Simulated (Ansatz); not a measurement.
Given:

```xyz
6
Lattice="4.7549 0.0000 0.0000 0.0000 4.7549 0.0000 0.0000 0.0000 3.0349" Properties=species:S:1:pos:R:3 pbc="T T T"
Ti     0.0000     0.0000     0.0000
Ti     2.3774     2.3774     1.5175
O      1.4673     1.4673     0.0000
O      3.8447     0.9102     1.5175
O      0.9102     3.8447     1.5175
O      3.2876     3.2876     0.0000
```

No spin polarisation.

Computed with plane-wave PAW DFT at the PBE level (Ansatz, an electronic-structure program, 420 eV), no spin-orbit coupling. Γ-centred 7×7×11 mesh, Fermi–Dirac width 0.05 eV.

Task: Estimate the space group.

Result: P4_2/mnm (No. 136).

Task: What pressure (mean of the normal stresses, compression positive) does the calculation give?

Result: -12.78 GPa.

The cells carry an imposed strain or load. Whether these cells are dynamically stable was not tested. All final runs are without spin polarisation. The cell was made from TiO2 in the rutile structure (space group P4_2/mnm, No. 136) by this change: isotropic strain +2.40 %.
